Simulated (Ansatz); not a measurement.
The starting structures come from a database of crystals and need not be the phases stable at ambient conditions.

Tunnelling through a barrier is set by its complex band structure: the current falls as exp(−2κd) with the smallest κ.

Given:

```yaml
crystal:
  lattice:
    - [3.10263, 0.00000, 0.00000]
    - [-1.55132, 2.68696, 0.00000]
    - [0.00000, 0.00000, 7.56993]
  atoms:
    - { symbol: Li, position: [0.00000, 0.00000, 0.00000] }
    - { symbol: Li, position: [0.00000, 0.00000, 0.50000] }
    - { symbol: Li, position: [0.33333, 0.66667, 0.25000] }
    - { symbol: Li, position: [0.66667, 0.33333, 0.75000] }
    - { symbol: O, position: [0.33333, 0.66667, 0.64857] }
    - { symbol: O, position: [0.66667, 0.33333, 0.35143] }
    - { symbol: O, position: [0.66667, 0.33333, 0.14857] }
    - { symbol: O, position: [0.33333, 0.66667, 0.85143] }
```

Space group of this cell: P6_3/mmc. The cell is taken as given.

Transport runs along the normal of the first two printed cell vectors, the (001) plane of the conventional cell.

No gap correction and no spin-orbit coupling; mid-gap values are interpolated between computed energies.

### Question
Give the band gap and the smallest decay constant κ at mid-gap that r2SCAN (Ansatz, a quantum-chemistry and plane-wave program) yields.

### Answer
Gap 2.77 eV on a 12×12×4 mesh; κ = 0.331 1/Å, at the zone centre.
